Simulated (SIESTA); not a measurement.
A self-consistent single point of a sheet of PtS₂ (3 atoms in the cell) with SIESTA.

Level of theory: SIESTA 5.4.2 with GGA PBE, numerical atomic orbitals DZP, PseudoDojo PBE standard norm-conserving potentials (rewritten from UPF to PSML).

```
CELL_PARAMETERS angstrom
      3.35403     0.00000     0.00000
     -1.67701     2.90467     0.00000
      0.00000     0.00000    16.79262
ATOMIC_POSITIONS crystal
  Pt 0.00000 0.00000 0.50000
  S  0.33333 0.66667 0.58315
  S  0.66667 0.33333 0.41685
```

Reference input (self-consistent single point, DFT, GGA PBE, numerical atomic orbitals DZP, PseudoDojo PBE standard norm-conserving potentials (rewritten from UPF to PSML)): XC.functional = GGA; XC.authors = PBE; potentials = PseudoDojo PBE standard; PAO.BasisSize = DZP; PAO.EnergyShift = 0.005 Ry; MeshCutoff = 300 Ry; kgrid.MonkhorstPack = 11 11 1; OccupationFunction = FD; ElectronicTemperature = 1160.45 K; MaxSCFIterations = 150; SCF.Mixer.Method = Pulay; SCF.Mixer.Weight = 0.1. This run's input differs from it in these lines:

```diff
@@ -29,4 +29,4 @@
 %block kgrid.MonkhorstPack
-   11   0   0  0.0
-    0  11   0  0.0
+    4   0   0  0.0
+    0   4   0  0.0
     0   0   1  0.0
```

Output, abridged:

```
        iscf     Eharris(eV)        E_KS(eV)     FreeEng(eV)     dDmax    Ef(eV) dHmax(eV)
   scf:    1    -4090.335765    -4134.569541    -4134.571349  0.800158 -2.226196 30.145156
   scf:    2    -4156.148549    -4146.956071    -4146.956503  0.299286 -3.672280 15.577642
   scf:    3    -4152.740573    -4151.433261    -4151.434069  0.325625 -4.691090  1.053296
   scf:    4    -4151.614823    -4151.543360    -4151.544610  0.088900 -4.620034  0.281256
   scf:    5    -4151.541037    -4151.549133    -4151.550662  0.059776 -4.575361  0.243297
   [... 2 lines left out ...]
   scf:    8    -4151.555468    -4151.555416    -4151.556778  0.002298 -4.641777  0.001571
   scf:    9    -4151.555414    -4151.555415    -4151.556778  0.000140 -4.641721  0.002390
   scf:   10    -4151.555413    -4151.555414    -4151.556778  0.000098 -4.641540  0.000315
   scf:   11    -4151.555414    -4151.555414    -4151.556778  0.000009 -4.641533  0.000052
SCF Convergence by DM+H criterion
max |DM_out - DM_in|         :     0.0000091850
max |H_out - H_in|      (eV) :     0.0000515035
SCF cycle converged after 11 iterations

Using DM_out to compute the final energy and forces

siesta: E_KS(eV) =            -4151.5554

siesta: E_KS - E_eggbox =     -4151.5554

siesta: Atomic forces (eV/Ang):
     1   -0.000000    0.000000   -0.000000
     2   -0.000021    0.000011   -0.090251
     3    0.000021   -0.000011    0.090251
   Tot    0.000000    0.000000    0.000000
   Max    0.090251
   Res    0.042545    sqrt( Sum f_i^2 / 3N )
   Max    0.090251    constrained

Stress tensor Voigt[x,y,z,yz,xz,xy] (kbar):      -46.86      -46.85        2.40       -0.00        0.00        0.01
(Free)E + p*V (eV/cell)    -4148.4487
Target enthalpy (eV/cell)    -4151.5568

   [... lines left out ...]
siesta: FreeEng =     -4151.556778
siesta: Cell volume =        163.599438 Ang**3
siesta:          30.43798616         31.26058810  kBar
   [... lines left out ...]
              0.041   0.040   0.037   0.040   0.041

mulliken: Qtot =       30.000

Mulliken Atomic Populations:
Atom #   charge [q] valence [e]  Species
     1    -0.057768   18.057768  Pt
     2     0.028884    5.971116  S
     3     0.028884    5.971116  S
 Total     0.000000

siesta: Electric dipole (a.u.)  =   -0.000000   -0.000000   -0.000000
siesta: Electric dipole (Debye) =   -0.000000   -0.000000   -0.000000
```

The run converged in 11 iterations. Against the reference run the free energy rises by 17.8 meV/atom, the largest force goes from 0.049 to 0.090 eV/Å and the gap on the mesh goes from 1.340 to 1.285 eV.

The starting cell was generated: these elements placed on a structure prototype, without a prior relaxation; it need not be a known phase or ordering of this composition. Its lattice was rescaled in the plane by a random factor within 2.5 % of one. Spin-orbit coupling is off. Values carry the incompleteness of an atom-centred basis.
